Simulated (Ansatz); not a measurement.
# How the smallest direct gap on the k points sampled of WInN3 (model structure, started from the LiNbO3 type, R3c, No. 161, 10 atoms in the cell) moves with the method

No measured value is used here.

Put these levels in order of the smallest direct gap on the k points sampled that they give for WInN3 (model structure, started from the LiNbO3 type, R3c, No. 161, 10 atoms in the cell), smallest first: HSE06 (Ansatz, a program for electronic structure), LDA (Ansatz), PBE (Ansatz).

LDA (1.92 eV), PBE (2.02 eV), HSE06 (2.93 eV)

At these levels the smallest gap is indirect and lower: PBE 1.51, LDA 1.41, HSE06 2.37 eV. Computed values are for a static lattice. Levels without +SOC have no spin–orbit coupling; where heavier elements are present it shifts gaps, mostly down, and can invert bands.  Values are at the PBEsol cell. Cutoffs and k meshes differ between the levels. Ansatz's density-functional and Hartree–Fock values are scalar-relativistic unless marked +SOC, with PAW data made under PBE.

A model structure was made by putting elements into a prototype or built by hand; it is no filed structure, need not be a known phase, and can be a saddle point held by its symmetry.
